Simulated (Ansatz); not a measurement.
# Step by step: reaction energy

Subject: the reaction energy. Reaction: 1/4 Si (diamond) + 1/4 TiF4 (gas) → 1/4 Ti (hcp) + 1/4 SiF4 (gas). The sign is products less reactants.

Setting: static, neutral cells in Ansatz (PAW) whose structures rest at the PBE level. Ansatz (a program for electronic structure) runs with its default PAW set. A dispersion term (D3(BJ), or D4 for r2SCAN) was computed beside these levels and is taken off wherever the name lacks it.

Total energies of the cells in eV, at zero smearing width. They compare only within one column; the weights balance every element.

```csv
cell,atoms,weight,PBE
Ti (hcp),2,+1,-4999.33129
Si (diamond),2,−1,-1271.61962
SiF4 (gas),5,+2,-3873.84252
TiF4 (gas),5,−2,-5738.56336
```

PBE: (-4999.33129) − (-1271.61962) + 2 × (-3873.84252) − 2 × (-5738.56336) = 1.730 eV; dividing by 8 gives 0.22 eV.

What follows from the PBE value: Per mole of the reaction as written, 0.216 eV × 96.485 = 20.8 kJ.
